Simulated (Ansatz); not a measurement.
Worked example: self-consistent single point of Mo2Rh (Fmm2, 3 atoms in the cell) in Ansatz (an electronic-structure program).

Method of the run: PBEsol, default PAW files made with PBE (plane waves; Ansatz).

```xyz
3
Lattice="0.0000 1.9678 6.1902 1.8697 0.0000 6.1902 1.8697 1.9678 0.0000" Properties=species:S:1:pos:R:3 pbc="T T T"
Mo     1.8697     1.9678     4.2665
Mo     1.8697     1.9678     8.1639
Rh     0.0000     0.0000     0.0000
```

Reference input (self-consistent single point, DFT, PBEsol, plane waves, default PAW files made with PBE): basis.ecutwfc = 420 eV; kpoints.mp_grid.grid = 12 12 12; hamiltonian.xc = pbesol; hamiltonian.pseudopotentials = {kind: paw} (the program's default PAW files); scf.occupations.method = gaussian; scf.occupations.width = 0.1 eV. This run's input differs from it in these lines:

Ansatz 0.2 input:
```diff
@@ -13,3 +13,3 @@
 kpoints:
-  mp_grid: { grid: [12, 12, 12] }
+  mp_grid: { grid: [24, 24, 24] }
 hamiltonian:
@@ -18,3 +18,3 @@
 scf:
-  occupations: { method: gaussian, width: 0.1 }
+  occupations: { method: gaussian, width: 0.3 }
 output:
```

Log, with long lists cut:

```
SCF iter   1: F=—  HF=-16133.856151 eV  |F-HF|=—  |Δ(HF+E_count)|=         —  Δρ=1.22e-2  dr2=1.62e-1  ethr=1.77e-3  ⟨swp⟩=5.1  Hψ=188394  notcnv=0
all-band conjugate gradients solve this SCF's bands
preconditioner: auto → Kerker (q_TF=auto, 2.723 Å⁻¹)
SCF iter   2: F=—  HF=-16133.847034 eV  |F-HF|=—  |Δ(HF+E_count)|=   9.12e-3  Δρ=6.20e-3  dr2=5.66e-2  ethr=3.60e-4  ⟨swp⟩=1.0  Hψ=68705  notcnv=0
SCF iter   3: F=—  HF=-16133.841068 eV  |F-HF|=—  |Δ(HF+E_count)|=   5.97e-3  Δρ=9.72e-4  dr2=2.32e-3  ethr=1.26e-4  ⟨swp⟩=1.7  Hψ=55339  notcnv=0
SCF iter   4: F=—  HF=-16133.840774 eV  |F-HF|=—  |Δ(HF+E_count)|=   2.94e-4  Δρ=2.74e-4  dr2=3.76e-5  ethr=5.15e-6  ⟨swp⟩=2.0  Hψ=70649  notcnv=0
SCF iter   5: F=—  HF=-16133.840765 eV  |F-HF|=—  |Δ(HF+E_count)|=   8.31e-6  Δρ=6.51e-5  dr2=4.17e-6  ethr=8.35e-8  ⟨swp⟩=2.0  Hψ=73358  notcnv=0
SCF iter   6: F=—  HF=-16133.840765 eV  |F-HF|=—  |Δ(HF+E_count)|=   6.08e-7  Δρ=2.37e-5  dr2=1.29e-7  ethr=9.27e-9  ⟨swp⟩=2.0  Hψ=69259  notcnv=0
SCF iter   7: F=-16133.840765 eV  HF=-16133.840765 eV  |F-HF|=6.70e-9  |Δ(HF+E_count)|=   2.14e-8  Δρ=7.17e-6  dr2=1.22e-8  ethr=2.22e-10  ⟨swp⟩=4.9  Hψ=192516  notcnv=0
SCF 1 converged in 7 iterations: F = -16133.840765 eV  dr2 = 1.22e-8
Free energy (F): -16133.840765 eV
Internal energy: -16133.761145 eV  (E = F + TS)
E sigma→0 (E₀):  -16133.800955 eV
Entropy (-TS):   -0.079619 eV (-26.540 meV/atom)
Fermi energy:    20.954043 eV
--- Forces (eV/Å), atoms counted from 1 ---
  atom   1  Mo     0.00000000     0.00000000    -0.47674044
  atom   2  Mo     0.00000000     0.00000000     0.30880586
  atom   3  Rh     0.00000000     0.00000000     0.16792998
--- Stress (GPa, compression-positive) ---
       -6.893016       0.000000       0.000000
        0.000000      -8.611322       0.000000
        0.000000       0.000000      -8.221045
  P = ⅓ Tr σ = -7.9085 GPa (-79.085 kbar)
  The stress holds the Pulay correction. Without it, at fixed plane waves, as pw.x and ABINIT print it: P = -7.9573 GPa
```

The run converged in 7 iterations. Against the reference run the free energy goes down by 13.4 meV/atom, the pressure stays near -7.91 GPa while the zz stress (positive for compression) goes from -8.71 to -8.22 GPa and the largest force goes from 0.501 to 0.477 eV/Å.

The starting cell comes from a database of computed structures (which also holds hypothetical and non-ambient phases and stackings), without a prior relaxation at this level. Its lattice was rescaled by up to half a per cent. One atom was moved a little off its site on purpose. Spin polarisation is off. With a pressure of about -8 GPa the cell is away from its equilibrium volume at this level. Ansatz's pressure includes its estimate of the finite-basis (Pulay) stress.

Cost on one core of a shared machine: roughly 5 min.
